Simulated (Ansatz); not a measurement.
Spacing of the highest filled and lowest empty level at the zone centre in eight small model glasses of hand-chosen composition and density, fast-quenched (anions pushed apart in CHGNet runs), each at its PBE geometry, by PBE and by r2SCAN (Ansatz, an electronic-structure program, plane waves, PAW). The cells are the first eight to finish that balance their formal charges, show no moments and no lower geometry on charging where those were tested, and have a gap at both levels; defect levels can set the spacings.

```csv
cell,quench by,pressure (GPa),levels at the gap,PBE (eV),"experiment, tabulated (eV)"
Zr20O42Ge,CHGNet,1.3,localised at the filled edge,3.85,-
Ga24O37Sr,CHGNet,0.1,localised at the filled edge,1.72,-
Hf18O41Ta2,CHGNet,-2.6,localised at both edges,3.56,-
Zr20O43Ga2,CHGNet,0.0,localised at the filled edge,3.73,-
Hf18O39Lu2,CHGNet,0.0,localised at the filled edge,3.96,-
In24O38Hf,CHGNet,-1.4,spread,0.68,-
In24O39Lu2,CHGNet,0.2,localised at the filled edge,0.36,-
Si30N41Al,CHGNet,4.3,localised at the filled edge,2.07,-
```

Question: What does r2SCAN give, and how does it move these values against PBE?

Answer: Zr20O42Ge 4.32, Ga24O37Sr 2.27, Hf18O41Ta2 3.96, Zr20O43Ga2 4.20, Hf18O39Lu2 4.43, In24O38Hf 1.14, In24O39Lu2 0.81, Si30N41Al 2.45 eV. It raises them by +0.38 to +0.54 eV, +0.46 eV on average. A straight line through the eight gives r2SCAN = 1.00 × PBE +0.46 eV, with a scatter of 0.05 eV.
